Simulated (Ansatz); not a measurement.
Abridged Ansatz (an electronic-structure program) output:

```
Relaxation: its limit of steps is 50 (relax.max_steps)
Pseudopotential: Sn, paw, valence charge 14
Pseudopotential: Se, paw, valence charge 16
Crystal: 3 atoms, lattice volume = 78.437 Å³
Basis set: ecut = 420 eV, 1531 PW (Γ), exchange–correlation on 54×54×80 points (8 copies of the dense FFT grid, shifted against one another)
Bands: 28, of which v1, the nominal top of the filled ones, is band 23 counted from 1 (22 counted from 0)
Symmetry: 12 space group operations
k-points: 72 of 600
Functional: x = pbe(κ = 0.804, μ = 0.2195149727645171), c = pbe(β = 0.06672455060314922)
SCF iter   1: F=—  HF=-16964.411301 eV  |F-HF|=—  |Δ(HF+E_count)|=         —  Δρ=1.80e-3  dr2=3.58e-3  ethr=1.77e-3  ⟨swp⟩=6.5  Hψ=8942  notcnv=0
SCF iter   2: F=—  HF=-16964.410022 eV  |F-HF|=—  |Δ(HF+E_count)|=   1.28e-3  Δρ=7.80e-4  dr2=3.47e-4  ethr=7.79e-6  ⟨swp⟩=2.8  Hψ=4223  notcnv=0  defer=3
SCF 1 converged in 6 iterations: F = -16964.410164 eV  dr2 = 4.23e-8
relax step   1: F+E_penalty+E_count = -16964.41016367 eV  Δ(F+E_penalty+E_count) = +0.000e0 eV  max|allowed force component| = 4.400e-2 eV/Å  Δτ_max = 0.0000 Å  P = -1.398 GPa  Ω = 78.437 Å³  fix = [a, b, gamma]  reactions: a -1.813, b -1.813 GPa  (6 SCF iters, dr2 threshold 1.00e-7 eV, accepted)
[... steps on the carried basis left out ...]
relax step   4: F+E_penalty+E_count = -16964.41147218 eV  Δ(F+E_penalty+E_count) = -1.473e-5 eV  max|allowed force component| = 1.397e-4 eV/Å  Δτ_max = 0.0013 Å  P = -1.011 GPa  Ω = 77.533 Å³  energy of the carried Pulay correction = +1.814e-4 eV  fix = [a, b, gamma]  reactions: a -1.516, b -1.516 GPa  (8 SCF iters, accepted)
Crystal: 3 atoms, lattice volume = 77.533 Å³
SCF iter   1: F=—  HF=-16964.411275 eV  |F-HF|=—  |Δ(HF+E_count)|=         —  Δρ=1.30e-5  dr2=1.97e-8  ethr=1.22e-7  ⟨swp⟩=3.0  Hψ=14402  notcnv=0
SCF iter   2: F=—  HF=-16964.411286 eV  |F-HF|=—  |Δ(HF+E_count)|=   1.10e-5  Δρ=6.75e-6  dr2=6.08e-9  ethr=4.28e-11  ⟨swp⟩=2.2  Hψ=3719  notcnv=0
SCF 5 converged in 6 iterations: F = -16964.411286 eV  dr2 = 9.18e-14
SCF converged after 6 iterations
Free energy (F): -16964.411286 eV
Internal energy: -16964.410345 eV  (E = F + TS)
E sigma→0 (E₀):  -16964.410815 eV
Entropy (-TS):   -0.000942 eV (-0.314 meV/atom)
Fermi energy:    8.511737 eV
  E_disp       = -1.081013  (pairwise vdW)
--- Forces (eV/Å), atoms counted from 1 ---
  atom   1  Sn     0.00000000     0.00000000     0.00000000
  atom   2  Se    -0.00000000     0.00000000     0.00022789
  atom   3  Se     0.00000000    -0.00000000    -0.00022789
--- Stress (GPa, compression-positive) ---
       -1.515572       0.000000       0.000000
       -0.000000      -1.515572      -0.000000
        0.000000      -0.000000      -0.001574
  P = ⅓ Tr σ = -1.0109 GPa (-10.109 kbar)
--- Relaxed structure (4 steps of the walk, 4 accepted, 1 SCFs on fresh bases) ---
  cell:  # Å, volume = 77.5334 Å³
    - [3.8977798327133604, 2.8867579564654606e-11, -2.2699658671339183e-18]
    - [1.9488899163316802, 3.3755763535028636, 8.308651730654568e-19]
    - [-3.471826518622065e-18, 3.471826518519194e-18, 5.892829276348978]
  atoms:
    - { symbol: Sn, position: [-1.0630215695785252e-34, 4.635706368251724e-35, 2.9708568984080032e-37] }
    - { symbol: Se, position: [0.33333333333333337, 0.33333333333333326, 0.26719239752454155] }
    - { symbol: Se, position: [0.6666666666666667, 0.6666666666666665, 0.7328076024754585] }
```

Task: What was computed, and what are the main results?

Result: SnSe2, 3 atoms in the cell, with Ansatz, PBE-D3(BJ), PAW, cutoff 420 eV, spin-orbit coupling left out. The last SCF converged to F = -16964.411286 eV, or -5654.8038 eV per atom, at a pressure of -1.01 GPa. The total energy compares only with runs of the same code, potentials and settings.

The cells carry an imposed strain or load. Stability against distortions was not tested. The cell was made from SnSe2 in the CdI2 type structure (space group P-3m1, No. 164; layered, stacked along the Cartesian z axis) by this change: biaxial strain +1.50 %, plane normal [001], relaxed out of plane.

Keys are those of Ansatz 0.2.
